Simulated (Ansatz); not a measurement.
The parent structure is Al in the fcc (Cu type) structure (space group Fm-3m, No. 225; a = 4.015 Å; relaxed with 0.1 eV smearing).

It is then changed as follows: an isotropic linear strain of −2.85 %; the atoms relax in the strained cell.

Levels (all Ansatz, an electronic-structure program, PAW, earlier PAW set): PBEsol (420 eV, without spin-orbit coupling); r2SCAN (500 eV, no spin-orbit coupling).

The geometry is relaxed with PBEsol.

| Property | Value |
|---|---|
| PBEsol pressure | 8.6 GPa |

Q: Predict the pressure from r2SCAN.

A: The pressure shrinks by 1.1 GPa, from 8.6 GPa to 7.5 GPa.

Single points use the geometry relaxed with PBEsol. Their cutoffs differ, which shifts pressures a little. No phonon test of stability was made.
